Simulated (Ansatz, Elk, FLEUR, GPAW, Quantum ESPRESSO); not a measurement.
# SnO (Pmn2_1, 4 atoms in the cell) computed with different codes at matched settings

Self-consistent single point, at a second geometry (lattice scaled by 0.98). First geometry:

```
SnO
1.0
    3.42579     0.00000     0.00000
    0.00000     5.79382     0.00000
    0.00000     0.00000     4.31105
Sn O
2 2
Cartesian
  0.00000   1.34365   2.21217
  1.71290   4.45018   0.05665
  0.00000   5.16375   3.17664
  1.71290   0.63008   1.02112
```

Shared settings, as Ansatz (a quantum-chemistry and plane-wave program) writes them: kpoints.mp_grid.grid = 8 5 6; scf.occupations.method = fermi_dirac; scf.occupations.width = 0.05 eV. Potentials and cutoffs stand in the table.

| code | model | ΔF from the first geometry (meV/atom) | largest force (eV/Å) | gap on the mesh (eV) | cutoff |
|---|---|---|---|---|---|
| Ansatz | PBEsol, PAW files made with PBE | -40.5 | 0.459 | 1.437 | 420 eV |
| Quantum ESPRESSO | PBEsol, GBRV 1.5 ultrasoft (PBESOL) pseudopotentials | -39.3 | 0.415 | 1.434 | 40 Ry |
| FLEUR | PBEsol, all-electron FLAPW (FLEUR), scalar-relativistic valence | -40.9 | 0.507 | 1.452 | Kmax 4.3 1/bohr |
| Elk | PBEsol, all-electron FP-LAPW, Elk's shipped species files, default APW+lo basis | -37.6 | – | 1.439 | rgkmax 7 |
| GPAW | PBEsol, GPAW PAW datasets PBEsol (made by gpaw-setup) | -43.7 | 0.510 | 1.425 | 950 eV |

Size of the force on each atom (eV/Å): Sizes of forces hide their directions.

```json
[
 {"code": "Ansatz", "Sn1": "0.459", "Sn2": "0.459", "O3": "0.181", "O4": "0.181"},
 {"code": "Quantum ESPRESSO", "Sn1": "0.415", "Sn2": "0.415", "O3": "0.170", "O4": "0.170"},
 {"code": "FLEUR", "Sn1": "0.507", "Sn2": "0.507", "O3": "0.238", "O4": "0.238"},
 {"code": "GPAW", "Sn1": "0.510", "Sn2": "0.510", "O3": "0.216", "O4": "0.216"}
]
```

A dash marks a value that a program does not give, or that is left out as unsure.

Gaps are read on the mesh.

The spread over the programs that give each value: ΔF from the first geometry within 6.1 meV/atom; largest force within 0.095 eV/Å; gap on the mesh within 0.027 eV.

FLEUR and Elk treat all electrons, but the usual bases taken here (sphere radii, linearisation, local orbitals, empty states) were not tested for convergence, so the values are no reference for the others. 

The starting cell comes from a database of computed structures (which also holds hypothetical and non-ambient phases and stackings), without a prior relaxation at this level. Its lattice was rescaled by a random factor within 2.5 % of one. For this run, on top of that: lattice scaled by 0.98.

Left out of this page: CP2K (unsound by tests on forces, stress, charge or solver warnings).

Keys are those of Ansatz 0.2.
